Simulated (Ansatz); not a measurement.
Fluorite NiSi2, treated with PBE-D4 in Ansatz (PAW).

Run with plane-wave cutoff 520 eV, 18×18×18 k mesh, Fermi–Dirac smearing 0.05 eV, no spin polarisation, scalar-relativistic PAW data made under PBE.

Pressure at four volumes; x = ln(V/13.004 Å³). One pressure is withheld.

```csv
V (Å³/atom),x,P (GPa)
12.224,-0.0619,?
12.484,-0.0408,7.14
13.004,0.0000,0.01
13.784,0.0583,-8.18
```

Question: Pass a parabola P(x) through the three rows shown, estimate the bulk modulus and its pressure derivative near zero pressure, and predict the withheld pressure.

Answer: Slopes between the rows: (0.01 − (7.14))/(0.0000 − (-0.0408)) = -174.75 and (-8.18 − (0.01))/(0.0583 − (0.0000)) = -140.48 GPa. Their difference over the span 0.0991 is c = 34.27/0.0991 = 345.8 GPa, so P(x) = 7.14 + (-174.75)(x − (-0.0408)) + 345.8 (x − (-0.0408))(x − (0.0000)). At the middle row B = −dP/dx = −[-174.75 + 345.8 × 0.0408] = 160.6 GPa, and B′ = dB/dP = 2c/B = 4.3. At x = -0.0619 the parabola gives 11.28 GPa; the run gives 11.35 GPa. The Birch–Murnaghan fit to the energies at all volumes has B0 = 160 GPa and B′ = 4.4.

Ansatz is a program for electronic structure.
